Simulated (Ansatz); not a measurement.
HfB2: response to strain

Start from HfB₂ (space group P6/mmm, No. 191; a = 3.128 Å, c = 3.446 Å; relaxed with 0.1 eV smearing).

Strains are applied to the cell and any free atomic positions relax.

Computed with Ansatz (a first-principles code), PBEsol, PAW, cutoff 420 eV, without spin-orbit coupling.

Notes on the quantities. energy relative to the base: free energy F.

```tsv
isotropic strain (%)	energy relative to the base (meV/atom)
-2.5	48.1
-2	30.4
-0.5	1.8
0	0.0
1	7.0
1.5	15.5
2	?
2.5	41.8
3	59.3
```

Question: Fit ΔE = Aε² + Bε³ (ε in %) to the rows shown and predict the withheld row.

Answer: Least squares on the printed values gives A = 7.19 and B = -0.20 meV/atom (largest residual 0.0 meV/atom); this predicts 27.2 meV/atom, and the run gives 27.1 meV/atom, in agreement.

Stability against distortions was not tested. All final runs are without spin polarisation.
